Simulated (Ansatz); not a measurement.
## A computed series for BeSe: response to strain

Consider BeSe in the zinc blende structure (space group F-43m, No. 216; a = 5.1289 Å). Axes: x, y, z lie along the cube axes.

Strains are applied to the cell and any free atomic positions relax.

Computed with DFT with PBEsol, PAW potentials and a 420 eV plane-wave cutoff in Ansatz (a first-principles code), no SOC.

| uniaxial strain ε_zz (%) | band gap (eV) |
|---|---|
| -3 | 2.15 |
| -2.5 | 2.20 |
| -2 | 2.26 |
| -1.5 | 2.31 |
| -1 | ? |
| -0.5 | 2.41 |
| 0 | 2.47 |

Problem. Fit E_g = E₀ + Dε (ε in %) to the rows shown and predict the withheld row.

Solution. Least squares on the printed values gives E₀ = 2.47 eV, D = 106 meV per % of strain (largest residual 0.00 eV); this predicts 2.36 eV, and the run gives 2.36 eV, in agreement.

Stability against distortions was not tested.
